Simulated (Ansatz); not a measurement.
Consider the following.

A slab with vacuum along the third vector:

```
CELL_PARAMETERS angstrom
      4.47007     0.00000     0.00000
      0.00000     5.24162     0.00000
      0.00000     0.00000    26.50000
ATOMIC_POSITIONS crystal
  Mo 0.50000 0.28792 0.31866
  Mo 0.00000 0.54363 0.34018
  Mo 0.50000 0.82867 0.36194
  Mo 0.00000 0.08585 0.38281
  Mo 0.50000 0.36654 0.41039
  Mo 0.00000 0.63100 0.43570
  Mo 0.50000 0.91140 0.46104
  Mo 0.00000 0.18088 0.48604
  Mo 0.50000 0.45549 0.51396
  Mo 0.00000 0.72496 0.53896
  Mo 0.50000 0.00536 0.56430
  Mo 0.00000 0.26982 0.58961
  Mo 0.50000 0.55051 0.61719
  Mo 0.00000 0.80769 0.63806
  Mo 0.50000 0.09274 0.65982
  Mo 0.00000 0.34844 0.68134
```

Model: 16-atom slab, 10.1 Å thick at the start (thin: gaps and levels are the slab's own), 9x7x1 mesh, Fermi-Dirac 0.1 eV, dipole correction, single point; on the structure that PBE left under its start's symmetry; no spin, no spin-orbit, no U.

Question: What work function of the top face does r2SCAN, at the PBE geometry run with Ansatz (a program for electronic structure) give?

Answer: 3.95 eV

Question: What is the computed surface energy (mean of both faces) (r2SCAN, at the PBE geometry)?

Answer: 3.21 J/m²
